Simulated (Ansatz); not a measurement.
An Ansatz (an electronic-structure program) run: YOF with a change (biaxial strain +2.50 %, plane normal [001], relaxed out of plane); PBEsol, PAW, 420 eV (Ansatz; spin-orbit coupling left out).

Input:

Ansatz 0.2 input:
```yaml
crystal:
  lattice:
    - [3.8685454255, 0, 0]
    - [1.9342727128, 3.3502586142, 0]
    - [1.9342727128, -1.1167528714, 6.194385522]
  atoms:
    - { symbol: Y, position: [0.5174794368, 0.7412602816, 0.2237808448] }
    - { symbol: Y, position: [0.4825205632, 0.2587397184, 0.7762191552] }
    - { symbol: O, position: [0.7569484488, 0.6215257756, 0.8645773268] }
    - { symbol: O, position: [0.2430515512, 0.3784742244, 0.1354226732] }
    - { symbol: F, position: [0.7396978932, 0.1301510534, 0.3904531602] }
    - { symbol: F, position: [0.2603021068, 0.8698489466, 0.6095468398] }
basis: { ecutwfc: 420, ecutrho_ratio: 4, xc_grid: 2, fft_grid_basis: typed }
kpoints: { mp_grid: { grid: [10, 10, 10] } }
hamiltonian:
  xc: pbesol
  dispersion: none
  pseudopotentials: { kind: paw }
scf: { occupations: { method: fermi_dirac, width: 0.05 } }
relax: { f_tol: 0.005, max_steps: 50, cell: { stress_tol: 0.01, fix: [a, b, gamma] } }
output: { forces: true, stress: true }
checkpoint: { write: state.ck, write_every: 1000 }
```

Output (explanatory and most iteration lines left out):

```
Relaxation: its limit of steps is 50 (relax.max_steps)
Pseudopotential: Y, paw, valence charge 11
Pseudopotential: O, paw, valence charge 6
Pseudopotential: F, paw, valence charge 7
Crystal: 6 atoms, lattice volume = 80.283 Å³
Basis set: ecut = 420 eV, 1563 PW (Γ), exchange–correlation on 54×54×90 points (8 copies of the dense FFT grid, shifted against one another)
Bands: 30, of which v1, the nominal top of the filled ones, is band 24 counted from 1 (23 counted from 0)
Symmetry: 12 space group operations
Space group: R-3m (ITA 166), of the structure as read, at distance tolerance 4.3e-5 Å
k-points: 116 of 1000
Functional: x = pbesol(κ = 0.804, μ = 0.12345679012345678), c = pbesol(β = 0.046)
SCF iter   1: F=—  HF=-10325.626085 eV  |F-HF|=—  |Δ(HF+E_count)|=         —  Δρ=1.67e-2  dr2=1.72e-1  ethr=1.77e-3  ⟨swp⟩=5.2  Hψ=14364  notcnv=0
SCF iter   2: F=—  HF=-10325.583241 eV  |F-HF|=—  |Δ(HF+E_count)|=   4.28e-2  Δρ=4.12e-3  dr2=7.30e-3  ethr=3.58e-4  ⟨swp⟩=2.0  Hψ=6449  notcnv=0  defer=141
SCF 1 converged in 7 iterations: F = -10325.582062 eV  dr2 = 3.16e-8
relax step   1: F+E_penalty+E_count = -10325.58206156 eV  Δ(F+E_penalty+E_count) = +0.000e0 eV  max|allowed force component| = 1.820e-1 eV/Å  Δτ_max = 0.0000 Å  P = -4.970 GPa  Ω = 80.283 Å³  fix = [a, b, gamma]  reactions: a -6.658, b -6.658 GPa  (7 SCF iters, dr2 threshold 1.00e-7 eV, accepted)
[... steps on the carried basis left out ...]
relax step   7: F+E_penalty+E_count = -10325.59193894 eV  Δ(F+E_penalty+E_count) = -1.851e-4 eV  max|allowed force component| = 3.124e-4 eV/Å  Δτ_max = 0.0005 Å  P = -3.731 GPa  Ω = 79.448 Å³  energy of the carried Pulay correction = +1.685e-4 eV  fix = [a, b, gamma]  reactions: a -5.596, b -5.596 GPa  (4 SCF iters, dr2 threshold 3.57e-8 eV, accepted)
Crystal: 6 atoms, lattice volume = 79.448 Å³
SCF iter   1: F=—  HF=-10325.591791 eV  |F-HF|=—  |Δ(HF+E_count)|=         —  Δρ=1.23e-5  dr2=4.36e-8  ethr=2.45e-8  ⟨swp⟩=3.2  Hψ=24468  notcnv=0
SCF iter   2: F=—  HF=-10325.591752 eV  |F-HF|=—  |Δ(HF+E_count)|=   3.88e-5  Δρ=5.24e-6  dr2=1.08e-8  ethr=9.09e-11  ⟨swp⟩=2.3  Hψ=6307  notcnv=0
SCF 8 converged in 7 iterations: F = -10325.591752 eV  dr2 = 6.83e-13
SCF converged after 7 iterations
Free energy (F): -10325.591752 eV
Internal energy: -10325.591752 eV  (E = F + TS)
E sigma→0 (E₀):  -10325.591752 eV
Fermi energy:    10.435082 eV
--- Forces (eV/Å), atoms counted from 1 ---
  atom   1  Y     -0.00000000     0.00000000    -0.00026898
  atom   2  Y      0.00000000    -0.00000000     0.00026898
  atom   3  O     -0.00000000     0.00000000    -0.00006004
  atom   4  O      0.00000000    -0.00000000     0.00006004
  atom   5  F      0.00000000     0.00000000     0.00029141
  atom   6  F     -0.00000000    -0.00000000    -0.00029141
--- Stress (GPa, compression-positive) ---
       -5.596632       0.000000       0.000000
        0.000000      -5.596632       0.000000
        0.000000       0.000000      -0.007466
  P = ⅓ Tr σ = -3.7336 GPa (-37.336 kbar)
--- Relaxed structure (6 steps of the walk, 5 accepted, 2 SCFs on fresh bases) ---
  cell:  # Å, volume = 79.4485 Å³
    - [3.8685454255132323, -2.8867547034097305e-11, -2.0817503519178207e-11]
    - [1.9342727127816162, 3.3502586141741064, -1.0408702967331567e-11]
    - [1.9342727127812696, -1.1167528714106136, 6.129987894759324]
  atoms:
    - { symbol: Y, position: [0.5174651723399531, 0.7412674138300236, 0.22380224149007028] }
    - { symbol: Y, position: [0.4825348276600472, 0.25873258616997646, 0.7761977585099296] }
    - { symbol: O, position: [0.7592315696140008, 0.6203842151929997, 0.8611526455789993] }
    - { symbol: O, position: [0.24076843038599946, 0.37961578480700026, 0.13884735442100107] }
    - { symbol: F, position: [0.7415153899515321, 0.12924230502423392, 0.38772691507270174] }
    - { symbol: F, position: [0.2584846100484679, 0.8707576949757662, 0.6122730849272983] }
```

Whether these cells are dynamically stable was not tested. The cell was made from YOF (space group R-3m, No. 166) by this change: biaxial strain +2.50 %, plane normal [001], relaxed out of plane.
